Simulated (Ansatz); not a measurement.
Take C (space group R-3, No. 148; a = 6.3180 Å, c = 3.8460 Å (hexagonal axes); a hypothetical phase, not in the database extracts checked) as the base. Axes: x lies along a and z along c of the hexagonal cell.

Perturbation: strain tensor (xx, yy, zz, yz, xz, xy) = (−1.31, +0.05, +0.38, −0.26, −0.18, −0.89) %; the atoms relax in the strained cell.

Levels (all Ansatz, an electronic-structure program, PAW): PBEsol (420 eV, no spin-orbit coupling); HSE06 (420 eV, spin-orbit coupling left out).

The geometry is relaxed with PBEsol.

```
Quantity          Result
---------------  -------
PBEsol band gap  2.86 eV
```

**Question.** How does going to HSE06 change the band gap?

**Answer.** The band gap goes up by 1.24 eV (2.86 eV → 4.10 eV).

Single points use the geometry relaxed with PBEsol. The hybrid gap comes from the SCF mesh plus the semilocal run's edge points and a few special points and is an upper bound. No phonon test of stability was made.
